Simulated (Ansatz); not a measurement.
Data:

```yaml
crystal:
  lattice:
    - [0.00000, 3.22493, 3.22493]
    - [3.14560, 0.00000, 3.22493]
    - [3.14560, 3.22493, 0.00000]
  atoms:
    - { symbol: I, position: [0.75000, 0.75000, 0.75000] }
    - { symbol: Ag, position: [0.00000, 0.00000, 0.00000] }
```

No spin polarisation.

Level of theory: Kohn–Sham DFT with the PBEsol functional, run in Ansatz (a quantum-chemistry and plane-wave program) with PAW and 420 eV plane waves, spin-orbit coupling left out. Γ-centred 9×9×9 mesh, Fermi–Dirac width 0.05 eV.

Problem. Predict the pressure (mean of the normal stresses, compression positive).

Solution. 0.91 GPa.

Problem. Predict the band gap.

Solution. 1.17 eV.

Problem. Estimate the valence-band top at Γ (three highest levels, from the VBM).

Solution. 0.00, -0.05, -0.05 eV.

Spin-orbit coupling, missing from the scalar runs, can matter with I. The cells carry an imposed strain or load. Whether these cells are dynamically stable was not tested. The cell was made from AgI in the zinc blende structure (space group F-43m, No. 216) by this change: uniaxial strain ε_xx = −2.46 %.
